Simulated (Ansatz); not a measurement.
# BN in the zinc blende structure (space group F-43m, No. 216)

```xyz
2
Lattice="0.0000 1.8049 1.8049 1.8049 0.0000 1.8049 1.8049 1.8049 0.0000" Properties=species:S:1:pos:R:3 pbc="T T T"
N      2.7073     2.7073     2.7073
B      0.0000     0.0000     0.0000
```

Level of theory: r2SCAN (Ansatz, an electronic-structure program; PAW; 500 eV plane waves; no SOC). Settings: 16×16×16 k-points, 0.05 eV Fermi–Dirac smearing.

| Quantity | Value |
|---|---|
| Volume per atom | 5.88 Å³ |
| Density | 3.50 g/cm³ |
| Band gap | 5.00 eV, indirect, Γ → X |
| Electron mass | 0.87 mₑ along k, 0.29 mₑ across |
| Hole mass (degenerate bands, along [100]) | 0.48, 0.51, 0.51 mₑ |
| Lowest conduction-band minima above the VBM | X along ⟨100⟩ 5.00 eV |
| Total energy | -272.003 eV/atom (σ→0; compares only within this code and set-up) |

Effective masses come from finite differences of ±0.01 Å⁻¹. Along k means along the line from Γ to the band edge. Stability against distortions was not tested.
